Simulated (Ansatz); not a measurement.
SnO2: energy against strain

SnO2 (rutile, P4_2/mnm, 12.578 Å³/atom at rest, c along z) under a strain ε along c (axis z), the other axes held. PBE in Ansatz, a plane-wave DFT program (PAW, default set), 420 eV, 7×7×10 Γ-centred mesh, Fermi-Dirac smearing 0.05 eV; ions are relaxed within the symmetry of each cell.

Here s stands for strain and y for E less E0.

```csv
strain (%),E less E0 (meV/atom)
-1.20,2.19
-0.60,0.56
0.00,0.00
0.60,0.53
1.20,2.07
3.00,?
```

Taking a parabola for y over the 5 complete rows: Least squares gives y = 0.009 - 0.0450·s + 1.4742·s². Residuals (row less fit): 0.004, -0.007, -0.009, 0.017, -0.008; standard error 0.016 (degrees of freedom: 2). Twice the quadratic coefficient over the volume, 2 × 1.4742 meV × 10⁴ × 0.1602 / 12.578 Å³, is the elastic constant C33 = 376 ± 3 GPa.

### Question
What does the fit predict for y at s = 3.00, and how far is the calculated value from it?

### Answer
y = 0.009 - 0.0450 × 3.0 + 1.4742 × 3.0² = 13.142 meV/atom. The calculation gives 12.40 meV/atom, 0.742 meV/atom below the prediction (6.0 % of the range of y in the table). The row lies outside the fitted rows, so this is an extrapolation. From the scatter of the fitted rows alone, a prediction at this place has a standard error of 0.102 meV/atom, so the miss is 7.3 times that.

One order more, fitted to all 11 runs of the series, follows each within 0.01, so the miss is the next term of a smooth law. Rows are the converged runs of the series near zero and its far end; series whose fitted rows scatter by over a few per cent of the range, as at a crossing or softening among them, aren't shown in this form. Most that stay on the fit to the last digits aren't either.
